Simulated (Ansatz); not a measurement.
We consider SiO₂ (P4₁2₁2, No. 92), described by r²SCAN (plane waves, PAW; Ansatz, a first-principles code).

Numerical settings: plane-wave cutoff 560 eV, 8×8×6 k mesh (along the axes of the cell as run), Fermi–Dirac smearing 0.01 eV, scalar-relativistic PAW data made under PBE.

Properties against volume:

Shape and atoms are relaxed at each volume.

```tsv
V (Å³/atom)	P (GPa)	direct gap at Γ (eV)	c (Å)	a (Å)
13.714	0.68	6.436	6.796	4.921
14.000	0.33	6.393	6.856	4.950
14.286	0.00	6.352	6.915	4.979
14.571	-0.25	6.312	6.972	5.008
14.857	-0.50	6.272	7.027	5.037
```

A straight line through the gaps at Γ against ln V gives a volume deformation potential dE_g(Γ)/d ln V of -2.0 eV: the gap at Γ widens under compression.

Note: the bulk modulus comes from volumes at which shape and atoms were relaxed.
